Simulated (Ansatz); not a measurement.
We consider hexagonal WC, described by LDA in Ansatz (PAW).

Settings: plane-wave cutoff 520 eV, 24×24×22 k mesh (along the axes of the cell as run), Fermi–Dirac smearing 0.057 eV (set by the program), no spin polarisation, scalar-relativistic PAW data made under PBE.

Cell (relaxed at this level):

WC is modelled in the hexagonal space group P-6m2 (No. 187), Pearson symbol hP2. Lattice parameters: a = 2.8841 Å, b = 2.8841 Å, c = 2.8118 Å, α = 90.00°, β = 90.00°, γ = 120.00°. W on 1a is coordinated by 6 C at 2.179 Å and 8 W at 2.812–2.884 Å. C on 1d has 6 W at 2.179 Å (trigonal prismatic). (Neighbours: up to the widest gap in distance over summed covalent radii, below 1.35, at either atom; cation-cation and far metal-metal contacts left out.)

**Question.** Give the computed elastic constant C33, elastic constant C13, Poisson ratio, Young modulus, elastic constant C11, elastic constant C12, elastic constant C44 and elastic constant C66.

**Answer.** 
- elastic constant C33: 1014 GPa
- elastic constant C13: 198 GPa
- Poisson ratio: 0.210
- Young modulus: 736 GPa
- elastic constant C11: 758 GPa
- elastic constant C12: 253 GPa
- elastic constant C44: 331 GPa
- elastic constant C66: 253 GPa

Elastic constants are with the ions relaxed.

Spin–orbit coupling is not included.

Computed values are for the static lattice.

The result took very roughly 50 core-minutes.

Ansatz is a quantum-chemistry and plane-wave program.
